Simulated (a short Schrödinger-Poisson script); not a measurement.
Structure: gated In0.52Al0.48As/In0.53Ga0.47As modulation-doped gas in a quantum well, at 300 K.

```
layer        material  thickness (nm)  Nd (cm⁻³)  Na (cm⁻³)
-----  --------------  --------------  ---------  ---------
1      In0.52Al0.48As              15          -          -
2      In0.52Al0.48As              20     6.2e17          -
3      In0.52Al0.48As              10          -          -
4      In0.53Ga0.47As               6          -          -
5      In0.52Al0.48As            4000          -       7e15
```

Constants are typed, rounded textbook-type inputs, not results; the design itself was drawn at random and stands for no fabricated device. In0.52Al0.48As: permittivity 12.5, conduction-band edge (eV) 0.52, gap (eV) 1.45, electron mass (mₑ) 0.075, Nv at 300 K (cm⁻³) 1.1e19. In0.53Ga0.47As: permittivity 13.9, conduction-band edge (eV) 0, gap (eV) 0.74, Nv at 300 K (cm⁻³) 7.7e18.

Channel valleys (confinement mass, in-plane density-of-states mass, number): Γ 0.041, 0.041, 1. At the gate the conduction-band edge of layer 1 lies 0.65 eV − eVg above the Fermi level of the channel; the field vanishes at the back. The barrier under the gate holds no holes. Gaps are held at their typed values at every temperature. Mesh 0.08 nm at interfaces.

Solved with a short Schrödinger-Poisson script written for these runs: 1D Poisson equation in equilibrium, electrons quantum, Hartree (BenDaniel-Duke, 40 states a valley, the channel's in-plane mass for all, wave functions free to enter the barrier), parabolic valleys, classical holes, full ionisation, no traps, pinning or gate leakage.

The same stack at other levels of the model or other numerical settings:

```
run                                                                  sheet density of all electrons at Vg = 0.4 V (cm⁻²)  sheet density of all electrons at Vg = -0.1 V (cm⁻²)  capacitance at Vg = 0.4 V (μF/cm²)  centroid of the channel electrons at Vg = 0.4 V (nm)  rough cost against the base
-------------------------------------------------------------------  ---------------------------------------------------  ----------------------------------------------------  ----------------------------------  ----------------------------------------------------  ---------------------------
base                                                                                                             5.88e11                                               2.08e10                               0.215                                                  2.89                      about 1
electrons treated as classical, Boltzmann                                                                        7.31e11                                               7.84e10                               0.230                                                  2.22                         0.02
electrons treated as classical, Fermi-Dirac                                                                      6.53e11                                               7.24e10                                 [?]                                                   [?]                         0.10
electrons treated as quantum, Hartree plus LDA exchange-correlation                                              6.05e11                                               2.31e10                               0.217                                                  2.89                            2
mesh six times as coarse                                                                                         5.86e11                                                   [?]                               0.215                                                  2.88                          0.2
one subband a valley                                                                                             5.88e11                                               2.08e10                               0.213                                                  2.89                          0.2
```

Question: What belongs in the gaps?

Answer: 
- electrons treated as classical, Fermi-Dirac, centroid of the channel electrons at Vg = 0.4 V (nm): 2.69
- electrons treated as classical, Fermi-Dirac, capacitance at Vg = 0.4 V (μF/cm²): 0.208
- mesh six times as coarse, sheet density of all electrons at Vg = -0.1 V (cm⁻²): 1.99e10

The classical rows ignore confinement, and Boltzmann statistics overrate the density once the band edge passes the Fermi level.
